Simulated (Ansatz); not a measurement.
System: fluorite PtAl₂. Method: r²SCANh (Ansatz, a program for electronic structure, PAW).

The input as run:

Ansatz 0.2 input:
```yaml
crystal:
  lattice:
    - [0.0, 2.9470478964, 2.9470478964]
    - [2.9470478964, 0.0, 2.9470478964]
    - [2.9470478964, 2.9470478964, 0.0]
  atoms:
    - { symbol: Al, position: [0.25, 0.25, 0.25] }
    - { symbol: Al, position: [0.75, 0.75, 0.75] }
    - { symbol: Pt, position: [0.0, 0.0, 0.0] }
basis:
  ecutwfc: 520
  ecutrho_ratio: 4
  xc_grid: 3
kpoints:
  mp_grid: { grid: [8, 8, 8] }
hamiltonian:
  xc: r2scanh
  dispersion: none
  pseudopotentials: { kind: paw }
scf:
  occupations: { method: fermi_dirac, width: 0.05 }
  convergence: { dr2_threshold: 0.0000000003 }
output:
  forces: true
  stress: true
  eigenvalues: true
```

The run printed, among other lines:

```
WARN output.stress: scf.exx.energy_threshold = 1e-6 eV is looser than the 3e-8 eV advised for a stress under a hybrid functional (1e-8 eV for each atom of the …
Crystal: 3 atoms, lattice volume = 51.191 Å³
Basis set: ecut = 520 eV, 1411 PW (Γ), exchange–correlation on 96×96×96 points (27 copies of the dense FFT grid, shifted against one another)
Bands: 16, of which v1, the nominal top of the filled ones, is band 12 counted from 1 (11 counted from 0)
Symmetry: 48 space group operations
Space group: Fm-3m (ITA 225), of the structure as read, at distance tolerance 3.7e-5 Å
k-points: 29 of 512
Functional: x = r2scan, c = r2scan; τ floored in thin density (d = 2e-4 eV/Å³), warm-up for x = 0.9 r2scan + 0.1 exact, c = r2scan; τ floored in thin density (d = 2e-4 eV/Å³)
SCF iter   1: F=—  HF=-13620.467885 eV  |F-HF|=—  |Δ(HF+E_count)|=         —  Δρ=8.01e-3  dr2=5.06e-2  dr2_τ=3.82e-2
SCF iter   2: F=—  HF=-13620.505487 eV  |F-HF|=—  |Δ(HF+E_count)|=   3.76e-2  Δρ=7.79e-3  dr2=4.01e-2  dr2_τ=8.44e-3
  ...
SCF 1 converged in 10 iterations: F = -13620.497337 eV  dr2 = 4.66e-12
Crystal: 3 atoms, lattice volume = 51.191 Å³
Initial density: handed on by an earlier stage of this run
Functional: x = 0.9 r2scan + 0.1 exact, c = r2scan; τ floored in thin density (d = 2e-4 eV/Å³)
Crystal: 3 atoms, lattice volume = 51.191 Å³
SCF iter   4: F=—  HF=-13618.998556 eV  |F-HF|=—  |Δ(HF+E_count)|=  4.07e-10  Δρ=1.25e-6  dr2=1.43e-9  dr2_τ=2.01e-10
SCF iter   5: F=-13618.998556 eV  HF=-13618.998556 eV  |F-HF|=2.26e-10  |Δ(HF+E_count)|=  3.57e-10  Δρ=5.58e-7  dr2=2.67e-10  dr2_τ=5.87e-12
SCF 3 converged in 5 iterations: F = -13618.998556 eV  dr2 = 2.67e-10
Free energy (F): -13618.998556 eV
Internal energy: -13618.993074 eV  (E = F + TS)
E sigma→0 (E₀):  -13618.995815 eV
Fermi energy:    11.328073 eV
--- Forces (eV/Å), atoms counted from 1 ---
  atom   1  Al     0.00000000     0.00000000     0.00000000
  atom   2  Al     0.00000000    -0.00000000     0.00000000
  atom   3  Pt    -0.00000000     0.00000000    -0.00000000
--- Stress (GPa, compression-positive) ---
       -0.000627       0.000000       0.000000
        0.000000      -0.000627      -0.000000
        0.000000       0.000000      -0.000627
  P = ⅓ Tr σ = -0.0006 GPa (-0.006 kbar)
```

The PAW data were made under PBE.

Note: the run warned that the count of filled bands differs between k points.

Cost on a shared machine: around 110 core-seconds (rough).
